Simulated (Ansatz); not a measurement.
**TiGe2 (space group Fddd, No. 70)**

TiGe2 has the orthorhombic space group Fddd, origin choice 1 (No. 70), Pearson symbol oF24. Cell: a = 4.994 Å, b = 8.525 Å, c = 8.731 Å, α = β = γ = 90.00°. Ti on 8b is surrounded by 4 Ge at 2.609 Å and 6 Ge at 2.826–2.881 Å and 4 Ti at 3.296 Å. Ge on 16f has 2 Ti at 2.609 Å and 3 Ti at 2.826–2.881 Å and 2 Ge at 2.622 Å and 3 Ge at 2.857–2.873 Å. (Neighbours: up to the widest gap in distance over summed covalent radii, below 1.35, at either atom; cation-cation and far metal-metal contacts left out.)
(The calculation used a cell of 6 atoms; values per cell refer to that cell.)

The values are results of Ansatz (a first-principles code), PBEsol, PAW, cutoff 420 eV, without spin-orbit coupling, not measurements. Settings: 12×12×12 k-points, 0.05 eV Fermi–Dirac smearing.

```json
{
  "volume_per_atom": "15.49 Å³",
  "density": "6.90 g/cm³",
  "band_gap": "zero",
  "total_energy": "-3660.820 eV/atom (σ→0; compares only within this code and set-up)"
}
```

No phonon test of stability was made. All final runs are without spin polarisation.
